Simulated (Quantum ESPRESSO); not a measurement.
# One base run on a sheet of TiTe2 (3 atoms in the cell) and variants with one or two settings moved

```
CELL_PARAMETERS angstrom
      3.81111     0.00000     0.00000
     -1.90556     3.30052     0.00000
      0.00000     0.00000    17.17063
ATOMIC_POSITIONS crystal
  Ti 0.00000 0.00000 0.50000
  Te 0.33333 0.66667 0.59233
  Te 0.66667 0.33333 0.40767
```

Base run A: PBE, PseudoDojo standard norm-conserving (PBE) pseudopotentials (Quantum ESPRESSO 7.5), self-consistent single point.

Its settings: ecutwfc = 85 Ry; occupations = smearing; smearing = gaussian; degauss = 0.0073499 Ry; potentials = {Ti: Ti.upf, Te: Te.upf}; K_POINTS = automatic 7 7 1 0 0 0; conv_thr = 1e-10 Ry; mixing_beta = 0.3.

The starting cell was generated: these elements placed on a structure prototype, without a prior relaxation; it need not be a known phase or ordering of this composition. Its lattice was rescaled in the plane by a random factor within 2.5 % of one. Spin polarisation is off, so a magnetic state, if there is one, cannot be reached. In the base run, forces exceed 1 eV/Å.

ΔF is the free energy per atom less that of run A. A dash stands where there is no value to compare (another energy zero or no entropy term, no result, no spin, no clean gap, or a mesh too coarse for one). Total energies depend on the potentials, the functional and any Hubbard or dispersion term, so they are compared only between runs that share all of them.

Runs:
- B: vacuum of 15 angstrom (first run: 14 Å)
- C: K_POINTS: automatic 7 7 1 0 0 0 → automatic 4 4 1 0 0 0
- D: ecutrho: default → 1020 Ry
- E: nbnd: default → 26
- F: tstress: true → default; tefield: default → true; dipfield: default → true; edir: default → 3; emaxpos: default → 0.97; eopreg: default → 0.05; and 1 further keys
- G: conv_thr: 1e-10 Ry → 7.3e-12 Ry
- H: lattice scaled in the plane by 1.03; ecutwfc: 85 Ry → 51 Ry
- I: diagonalization: default → rmm-paro
- J: ecutwfc: 85 Ry → 60 Ry; pseudopotentials: {Ti: Ti.upf, Te: Te.upf} → {Ti: Ti.pbe-spn-rrkjus_psl.1.0.0.UPF, Te: Te.pbe-n-rrkjus_psl.1.0.0.UPF}; ecutrho: default → 660 Ry

| run | ΔF (meV/atom) | largest force (eV/Å) | k-points | valence electrons |
|---|---|---|---|---|
| A | 0.00 | 1.146 | 8 | 44 |
| B | 0.00 | 1.146 | 8 | 44 |
| C | 21.6 | 1.250 | 4 | 44 |
| D | 0.00 | 1.146 | 8 | 44 |
| E | 0.00 | 1.146 | 8 | 44 |
| F | 0.00 | 1.147 | 25 | 44 |
| G | 0.00 | 1.146 | 8 | 44 |
| H | 1383.4 | 0.634 | 8 | 44 |
| I | 0.00 | 1.146 | 8 | 44 |
| J | – | 1.211 | 8 | 24 |

Run J against A: The largest force goes from 1.146 to 1.211 eV/Å.

Run H against A: The free energy goes up by 1.38 eV/atom and the largest force goes from 1.146 to 0.634 eV/Å.
